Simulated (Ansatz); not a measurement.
System: interstitial Ag in rock-salt AgCl (charge state +1). All values below come from PBE, PAW (plane waves to 420 eV; Ansatz, a program for electronic structure).

64-site cell at the relaxed PBE lattice, one k-point at (0.250, 0.250, 0.250), smearing 0.01 eV, spin-restricted, no finite-size correction. Static, classical nuclei. The charge state is imposed; whether it is stable for some Fermi level was not computed. Sites that were not tried may lie lower.

Barriers: single points on a 2×2×2 k-point mesh shifted by half a step at the bands' geometries.

Relaxed starting cell (atoms counted from 1):

```yaml
crystal:
  lattice:
    - [11.22000, 0.00000, 0.00000]
    - [0.00000, 11.22000, 0.00000]
    - [0.00000, 0.00000, 11.22000]
  atoms:
    - { symbol: Ag, position: [0.99773, 0.00482, 0.00127] }
    - { symbol: Ag, position: [0.99791, 0.00253, 0.49806] }
    - { symbol: Ag, position: [0.99312, 0.49896, 0.00766] }
    - { symbol: Ag, position: [0.99284, 0.50471, 0.49420] }
    - { symbol: Ag, position: [0.49986, 0.00172, 0.00290] }
    - { symbol: Ag, position: [0.49944, 0.99825, 0.49906] }
    - { symbol: Ag, position: [0.50533, 0.49912, 0.00791] }
    - { symbol: Ag, position: [0.50612, 0.50441, 0.49169] }
    - { symbol: Cl, position: [0.24939, 0.00527, 0.00130] }
    - { symbol: Cl, position: [0.24454, 0.00009, 0.49916] }
    - { symbol: Cl, position: [0.26188, 0.48699, 0.01117] }
    - { symbol: Cl, position: [0.23449, 0.51757, 0.48932] }
    - { symbol: Cl, position: [0.74838, 0.98758, 0.99894] }
    - { symbol: Cl, position: [0.75256, 0.01646, 0.50171] }
    - { symbol: Cl, position: [0.74950, 0.51746, 0.00243] }
    - { symbol: Cl, position: [0.75065, 0.48533, 0.49860] }
    - { symbol: Ag, position: [0.99812, 0.25139, 0.25051] }
    - { symbol: Ag, position: [0.99268, 0.24554, 0.74676] }
    - { symbol: Ag, position: [0.99837, 0.75394, 0.25232] }
    - { symbol: Ag, position: [0.99129, 0.76140, 0.74840] }
    - { symbol: Ag, position: [0.50031, 0.25028, 0.24850] }
    - { symbol: Ag, position: [0.50694, 0.24402, 0.75206] }
    - { symbol: Ag, position: [0.50058, 0.75256, 0.25022] }
    - { symbol: Ag, position: [0.50616, 0.75788, 0.75356] }
    - { symbol: Cl, position: [0.25683, 0.25248, 0.24910] }
    - { symbol: Cl, position: [0.23309, 0.24117, 0.76263] }
    - { symbol: Cl, position: [0.24658, 0.75218, 0.25214] }
    - { symbol: Cl, position: [0.26636, 0.76377, 0.73550] }
    - { symbol: Cl, position: [0.74290, 0.24899, 0.24408] }
    - { symbol: Cl, position: [0.75184, 0.25203, 0.75798] }
    - { symbol: Cl, position: [0.75155, 0.75510, 0.25576] }
    - { symbol: Cl, position: [0.74641, 0.75179, 0.74466] }
    - { symbol: Ag, position: [0.24875, 0.00269, 0.25008] }
    - { symbol: Ag, position: [0.24912, 0.00222, 0.75074] }
    - { symbol: Ag, position: [0.24924, 0.50201, 0.25044] }
    - { symbol: Ag, position: [0.32831, 0.42658, 0.67373] }
    - { symbol: Ag, position: [0.74897, 0.00207, 0.25016] }
    - { symbol: Ag, position: [0.74862, 0.00183, 0.75055] }
    - { symbol: Ag, position: [0.74997, 0.50189, 0.25058] }
    - { symbol: Ag, position: [0.74927, 0.50233, 0.75003] }
    - { symbol: Cl, position: [0.99971, 0.99329, 0.23937] }
    - { symbol: Cl, position: [0.99739, 0.00650, 0.76181] }
    - { symbol: Cl, position: [0.99643, 0.51327, 0.25264] }
    - { symbol: Cl, position: [0.98811, 0.48439, 0.73473] }
    - { symbol: Cl, position: [0.49811, 0.00666, 0.26462] }
    - { symbol: Cl, position: [0.50053, 0.99989, 0.73455] }
    - { symbol: Cl, position: [0.50273, 0.49591, 0.24542] }
    - { symbol: Cl, position: [0.51060, 0.51651, 0.77089] }
    - { symbol: Ag, position: [0.24827, 0.24632, 0.00550] }
    - { symbol: Ag, position: [0.24792, 0.24501, 0.49355] }
    - { symbol: Ag, position: [0.25048, 0.75971, 0.00776] }
    - { symbol: Ag, position: [0.25000, 0.75880, 0.49398] }
    - { symbol: Ag, position: [0.74934, 0.25038, 0.00158] }
    - { symbol: Ag, position: [0.75078, 0.25037, 0.49928] }
    - { symbol: Ag, position: [0.74764, 0.75277, 0.00225] }
    - { symbol: Ag, position: [0.74878, 0.75419, 0.49905] }
    - { symbol: Cl, position: [0.99290, 0.26212, 0.01381] }
    - { symbol: Cl, position: [0.00991, 0.24598, 0.48617] }
    - { symbol: Cl, position: [0.01287, 0.73983, 0.98462] }
    - { symbol: Cl, position: [0.99141, 0.76006, 0.51320] }
    - { symbol: Cl, position: [0.50509, 0.23983, 0.98871] }
    - { symbol: Cl, position: [0.48663, 0.26724, 0.51424] }
    - { symbol: Cl, position: [0.48768, 0.76288, 0.00945] }
    - { symbol: Cl, position: [0.50679, 0.73857, 0.49229] }
    - { symbol: Ag, position: [0.17083, 0.58050, 0.82574] }
```
Cell charge +1.

End state 1 differs by these moves (Å; atoms that move under 0.15 Å are left out):

```tsv
atom	element	Δx	Δy	Δz
4	Ag	0.08	-0.14	0.00
9	Cl	-0.10	0.01	0.16
10	Cl	0.15	-0.11	-0.13
11	Cl	-0.03	0.06	-0.26
12	Cl	0.04	-0.06	0.31
13	Cl	0.17	-0.03	-0.13
14	Cl	-0.08	-0.04	0.13
16	Cl	0.14	0.05	-0.07
20	Ag	-0.77	0.72	0.89
25	Cl	-0.07	0.07	0.15
26	Cl	0.23	0.05	-0.26
27	Cl	0.08	-0.15	-0.04
28	Cl	-0.04	0.05	0.35
32	Cl	-0.07	-0.18	-0.16
36	Ag	-0.77	0.72	0.89
41	Cl	-0.07	0.07	0.15
42	Cl	0.23	0.05	-0.26
43	Cl	0.08	-0.15	-0.04
44	Cl	-0.04	0.05	0.35
48	Cl	-0.07	-0.18	-0.16
51	Ag	0.08	-0.14	0.00
57	Cl	0.15	-0.11	-0.13
58	Cl	-0.10	0.01	0.16
59	Cl	0.04	-0.06	0.31
60	Cl	-0.03	0.06	-0.26
61	Cl	-0.08	-0.04	0.13
62	Cl	0.17	-0.03	-0.13
63	Cl	0.14	0.05	-0.07
65	Ag	-1.02	1.03	-1.68
```

Question: Predict the forward and backward barriers to end state 1 from PBE, PAW.

Answer: forward 0.18 eV, backward 0.18 eV; at the saddle point atom 65 has neighbours Ag at 3.08; 2 Cl at 2.37 Å. The program found a first-order saddle point.
